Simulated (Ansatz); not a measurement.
Defect: Sc-vacancy pair (Sc on one host Al site, one Al site vacant) in wurtzite AlN, charge state -3. Method: PBE, PAW (plane waves to 420 eV; Ansatz, a quantum-chemistry and plane-wave program).

Settings: 72 host sites, the relaxed PBE lattice, the Γ point alone, smearing 0.01 eV, spin-restricted, no image-charge correction. Static, classical nuclei. The charge state is imposed; whether it is stable for some Fermi level was not computed. Forms of the defect that were not tried may lie lower. The start lies 0.27 eV above the lowest site run (PBE).

Barriers: single points on a 2×2×2 k-point mesh shifted by half a step along c at the bands' geometries (they differ from the bands' own by up to 0.16 eV, and are uncertain by about as much).

The step: Sc and the vacancy change places (Sc-vacancy distance between ideal sites 3.09 Å throughout). Atoms about the jump, Cartesian Å from the middle of the jump, before and after:

```csv
atom,x0,y0,z0,x1,y1,z1
Sc1,-0.73,-0.42,-1.14,0.73,0.42,1.14
N2,-0.94,-0.55,0.82,-0.93,-0.54,1.11
N3,0.94,0.54,-1.90,0.95,0.55,-1.71
N4,2.49,-0.55,0.68,2.48,-0.57,0.71
N5,0.77,2.43,0.68,0.75,2.43,0.71
N6,-0.78,-2.41,-1.77,-0.78,-2.44,-1.81
N7,-2.47,0.52,-1.77,-2.51,0.54,-1.81
Al8,2.36,-0.43,-1.13,2.36,-0.46,-1.19
Al9,0.81,2.26,-1.13,0.78,2.28,-1.19
Al10,-0.80,-2.24,1.38,-0.82,-2.30,1.38
Al11,-2.34,0.43,1.38,-2.40,0.44,1.38
Al12,0.78,-3.19,-1.13,0.74,-3.14,-1.17
Al13,-2.37,2.27,-1.13,-2.35,2.21,-1.17
N14,0.77,-3.18,0.79,0.78,-3.17,0.78
N15,-2.37,2.26,0.79,-2.36,2.26,0.78
Al16,2.33,-2.22,1.34,2.35,-2.29,1.36
Al17,-0.75,3.13,1.34,-0.81,3.18,1.36
```

Give the saddle-point geometry and the barrier.


```csv
atom,x,y,z
Sc1,-0.03,-0.02,-0.26
N2,-1.03,-0.59,1.31
N3,1.05,0.61,-1.96
N4,2.29,-0.54,0.57
N5,0.67,2.25,0.57
N6,-0.71,-2.25,-1.67
N7,-2.31,0.51,-1.67
Al8,2.47,-0.44,-1.30
Al9,0.86,2.36,-1.30
Al10,-0.87,-2.38,1.46
Al11,-2.49,0.44,1.46
Al12,0.79,-3.15,-1.15
Al13,-2.33,2.26,-1.15
N14,0.74,-3.20,0.79
N15,-2.40,2.24,0.79
Al16,2.29,-2.24,1.32
Al17,-0.80,3.10,1.32
```
It lies 1.30 eV above the start and 1.23 eV above the end. The saddle point's order was not checked, and it lies on a symmetry element of the cell, where a band can be held.
